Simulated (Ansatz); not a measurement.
Take Ag in the fcc (Cu type) structure (space group Fm-3m, No. 225; a = 4.105 Å) as the base. Axes: x, y, z lie along the cube axes.

Method: r2SCAN, PAW, 500 eV (Ansatz, a first-principles code; without spin-orbit coupling).

For the base:

The volume per atom is 17.30 Å³.

Modification: biaxial strain −1.80 %, plane normal [001], relaxed out of plane (Cartesian); in-plane vectors clamped, the third vector and the atoms free.

**Question.** Predict the new volume per atom and energy relative to the base.

**Answer.** The volume per atom shrinks by 0.141 Å³ to 17.15 Å³; the energy goes up by 2.1 meV/atom.

Without a gap, meshes like the base's 19×19×19 leave anisotropic stresses uncertain by several tenths of a GPa, and small strain energies with them. Stability against distortions was not tested.
